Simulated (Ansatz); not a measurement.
# Pressure series in Al2Cu

Base system: Al2Cu (space group I4/mcm, No. 140; a = 6.060 Å, c = 4.875 Å).

Cell and atoms are relaxed at each pressure.

Computed with PBE, PAW, 420 eV (Ansatz, an electronic-structure program; no spin-orbit coupling).

Notes on the quantities. enthalpy: H = E + PV relative to the base's energy.

```
change                  enthalpy  volume per atom
-----------------  -------------  ---------------
base                           –         14.92 Å³
pressure −2 GPa    -0.19 eV/atom         15.23 Å³
pressure −1 GPa    -0.09 eV/atom         15.07 Å³
pressure 0.9 GPa   +0.08 eV/atom         14.78 Å³
pressure 2.1 GPa   +0.19 eV/atom         14.62 Å³
pressure 4.5 GPa   +0.41 eV/atom         14.31 Å³
pressure 9 GPa     +0.81 eV/atom         13.82 Å³
pressure 15 GPa    +1.31 eV/atom         13.28 Å³
pressure 22.5 GPa  +1.92 eV/atom         12.73 Å³
pressure 30 GPa    +2.51 eV/atom         12.28 Å³
```

Load acts through the strain it causes; cell and atoms are relaxed under it. Whether these cells are dynamically stable was not tested. No other phases were tried under pressure. The final runs are not spin-polarised.
